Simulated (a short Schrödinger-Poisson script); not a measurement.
System: symmetric double-gate stack, HfO2 on p-type Ge(111), at 400 K.

```tsv
layer	material	thickness (nm)	Na (cm⁻³)
1	HfO2	5.2	-
2	Ge	6	2e16
3	HfO2	5.2	-
```

The device is made up for the run: typed textbook-type constants, with dimensions and the other settings drawn at random. HfO2: permittivity 22, conduction-band edge (eV) 1.5, gap (eV) 5.7, electron mass (mₑ) 0.2. Ge: permittivity 16, conduction-band edge (eV) 0, gap (eV) 0.664, Nv at 300 K (cm⁻³) 6e18.

Channel valleys (confinement mass, in-plane density-of-states mass, number): L1 1.59, 0.08, 1; L3 0.09, 0.34, 3. At the gates, both at one voltage, the conduction-band edge of layer 1 lies 1.8 eV − eVg above the Fermi level of the channel. Gaps are held at their typed values at every temperature. Mesh 0.03 nm at interfaces.

From a short Schrödinger-Poisson script (our own, NumPy): 1D Poisson equation in equilibrium, electrons classical, Fermi-Dirac, parabolic valleys, classical holes, full ionisation, no traps, pinning or gate leakage.

The same stack at other levels of the model or other numerical settings:

```tsv
run	sheet density of all electrons at Vg = 1 V (cm⁻²)	sheet density of all electrons at Vg = 0.4 V (cm⁻²)	capacitance of both gates at Vg = 1 V (μF/cm²)	gate voltage at 1e11 electrons/cm² (V)	rough cost against the base
base	2.51e13	4.53e12	5.87	0.15	about 1
electrons treated as classical, Boltzmann	2.77e13	4.74e12	6.71	0.15	0.3
electrons treated as quantum, Hartree	2.03e13	2.82e12	5.10	0.20	5
mesh six times as coarse	2.47e13	4.46e12	5.77	0.15	0.4
```

The classical rows ignore confinement, and Boltzmann statistics overrate the density once the band edge passes the Fermi level.

Only the L valleys are kept; under strong confinement the Δ valleys of Ge fill too.
